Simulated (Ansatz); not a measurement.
Start from AlN in the zinc blende structure (space group F-43m, No. 216; a = 4.378 Å). Axes: x, y, z lie along the cube axes.

Computed with DFT with PBEsol, PAW potentials and a 420 eV plane-wave cutoff in Ansatz (a first-principles code), no spin-orbit coupling.

For the base:

The pressure is -0.01 GPa and the valley order comes out as X along ⟨100⟩ 3.19 eV; Γ 4.06 eV. The smallest direct gap is 4.06 eV.

One thing is altered: tensor shear ε_xy = +1.14 % (engineering shear γ = 0.0228), atoms relaxed at fixed cell.

Question: Predict the new pressure, valley order and smallest direct gap.

Answer: The pressure (mean of the normal stresses, compression positive) is nearly the same (-0.01 GPa against 0.02 GPa); the valley order (the lowest conduction-band minima on the path, energy above the VBM, named in the base's zone) becomes X along [001] 3.08 eV; X along [010] 3.09 eV; Γ 3.95 eV (base: X along ⟨100⟩ 3.19 eV; Γ 4.06 eV); the smallest direct gap drops by 0.11 eV to 3.95 eV.

The cells carry an imposed strain or load. Whether these cells are dynamically stable was not tested. This is not the structure that AlN has at room temperature and ambient pressure.
